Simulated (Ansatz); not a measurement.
**Defect calculation: H_P in zinc-blende GaP**

These are PBE, PAW (plane waves to 420 eV; Ansatz, a first-principles code) values and carry that method's errors. A supercell of 64 sites (2×2×2 repeats of a cell of 8 atoms) was used; the energies come from a 2×2×2 shifted sampling of its zone. Site at the start: the P site. Energies of charged states are corrected for periodic images (point charge plus alignment at distant sites). Dielectric constants: PBE linear response of the host. Host gap at this level: 1.57 eV. These values are not converged in cell size to better than tenths of an eV. Levels are measured in PBE's own, too narrow, gap. Spin–orbit coupling is left out. Each state is the lowest found from its start.

Charges with a result: +2, +1, 0, −1. Others weren't obtained, and one of them could lie lower, also by skipping a charge.

| charge | moment (μB) | largest move off a lattice site (Å) | image correction with alignment (eV) |
|---|---|---|---|
| +2 | not spin-polarised | 0.67 | 0.17 |
| +1† | fractional | 0.76 | -0.04 |
| 0 | not spin-polarised | 1.05 | 0.00 |
| −1† | fractional | 1.07 | 0.27 |

† Not settled in this cell, so no level is given: charge +1: fractional moment, a level filled in part; charge −1: fractional moment, a level filled in part.

Starting moments that weren't kept: charge +1 began with 1 μB and ended with 0.5; charge −1 began with 1 μB and ended with 0.5.

Flagged in the runs: a strain field that reaches the edge of the cell.
